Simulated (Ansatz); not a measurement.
Defect migration in bixbyite In2O3: interstitial Ti, charge state +4. Level of theory: PBE, PAW (plane waves to 420 eV; Ansatz, a first-principles code).

Settings: 80 host sites, the relaxed PBE lattice, one k-point at (0.250, 0.250, 0.250), smearing 0.01 eV, spin-restricted, no image-charge correction. No zero-point or tunnelling terms. The charge state is imposed; whether it is stable for some Fermi level was not computed. Sites that were not tried may lie lower. The start lies 0.22 eV above the lowest site run (PBE).

Barriers: single points on a 2×2×2 k-point mesh shifted by half a step at the bands' geometries.

The step: several atoms move together, Ti the farthest. Atoms about the jump, Cartesian Å from the middle of the jump, before and after:

```json
[
 {"atom": "Ti1", "x0": "0.71", "y0": "0.67", "z0": "0.74", "x1": "-0.71", "y1": "-0.67", "z1": "-0.74"},
 {"atom": "O2", "x0": "1.52", "y0": "-0.73", "z0": "-0.44", "x1": "1.64", "y1": "-0.87", "z1": "-0.47"},
 {"atom": "O3", "x0": "-0.46", "y0": "1.48", "z0": "-0.66", "x1": "-0.45", "y1": "1.34", "z1": "-0.75"},
 {"atom": "O4", "x0": "-0.69", "y0": "-0.51", "z0": "1.55", "x1": "-0.85", "y1": "-0.52", "z1": "1.71"},
 {"atom": "In5", "x0": "-2.15", "y0": "0.90", "z0": "0.72", "x1": "-1.96", "y1": "1.19", "z1": "0.96"},
 {"atom": "In6", "x0": "0.94", "y0": "0.65", "z0": "-2.13", "x1": "1.33", "y1": "0.83", "z1": "-1.91"},
 {"atom": "In7", "x0": "0.70", "y0": "-2.20", "z0": "0.96", "x1": "0.86", "y1": "-1.99", "z1": "1.26"},
 {"atom": "O8", "x0": "-0.10", "y0": "2.07", "z0": "1.91", "x1": "-0.41", "y1": "2.33", "z1": "1.96"},
 {"atom": "O9", "x0": "2.11", "y0": "1.84", "z0": "-0.08", "x1": "2.35", "y1": "1.93", "z1": "-0.37"},
 {"atom": "O10", "x0": "1.88", "y0": "-0.15", "z0": "2.13", "x1": "1.94", "y1": "-0.46", "z1": "2.36"},
 {"atom": "O11", "x0": "-2.97", "y0": "-0.62", "z0": "-0.46", "x1": "-2.56", "y1": "-0.57", "z1": "-0.56"},
 {"atom": "O12", "x0": "-0.58", "y0": "-0.53", "z0": "-2.95", "x1": "-0.55", "y1": "-0.66", "z1": "-2.57"},
 {"atom": "O13", "x0": "-0.48", "y0": "-3.02", "z0": "-0.56", "x1": "-0.56", "y1": "-2.59", "z1": "-0.49"},
 {"atom": "In14", "x0": "-1.93", "y0": "-1.97", "z0": "-1.91", "x1": "-2.28", "y1": "-2.34", "z1": "-2.27"},
 {"atom": "In15", "x0": "0.72", "y0": "3.53", "z0": "0.51", "x1": "0.78", "y1": "3.27", "z1": "0.45"},
 {"atom": "In16", "x0": "0.48", "y0": "0.68", "z0": "3.60", "x1": "0.39", "y1": "0.70", "z1": "3.32"},
 {"atom": "In17", "x0": "3.57", "y0": "0.44", "z0": "0.75", "x1": "3.29", "y1": "0.36", "z1": "0.79"}
]
```

Predict the transition state.


```tsv
atom	x	y	z
Ti1	-0.03	-0.06	0.01
O2	1.49	-0.90	-0.52
O3	-0.56	1.46	-0.84
O4	-0.86	-0.60	1.53
In5	-2.28	1.12	0.92
In6	1.16	0.84	-2.25
In7	0.88	-2.32	1.19
O8	-0.46	2.08	1.85
O9	2.13	1.79	-0.44
O10	1.83	-0.51	2.16
O11	-2.84	-0.50	-0.39
O12	-0.46	-0.46	-2.82
O13	-0.42	-2.89	-0.43
In14	-1.94	-1.98	-1.91
In15	0.73	3.29	0.47
In16	0.44	0.69	3.36
In17	3.33	0.40	0.76
```
It lies 2.03 eV above the start and 2.00 eV above the end. The saddle point's order was not checked, and it lies on a symmetry element of the cell, where a band can be held.
